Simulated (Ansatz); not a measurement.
Base system: Al in the fcc (Cu type) structure (space group Fm-3m, No. 225; a = 4.015 Å; relaxed with 0.1 eV smearing). Axes: x, y, z lie along the cube axes.

Computed with PBEsol (Ansatz, an electronic-structure program, PAW, no spin-orbit coupling).

Perturbation: the cell is compressed by 2.50 % along z with no lateral relaxation; the atoms relax in the strained cell.

Question: Predict the stress tensor and what it implies for the stiffness.

Answer: Stress of the strained cell less that of the base (GPa, compression positive):
```
    1.8     0.0     0.0
    0.0     1.8     0.0
    0.0     0.0     3.2
```

Then −Δσ_ii/ε with ε = -0.0250 gives secant stiffness values (nonlinear terms included at this strain): C33 ≈ 128 GPa, C13 ≈ 71 GPa and C23 ≈ 71 GPa.

Whether these cells are dynamically stable was not tested.
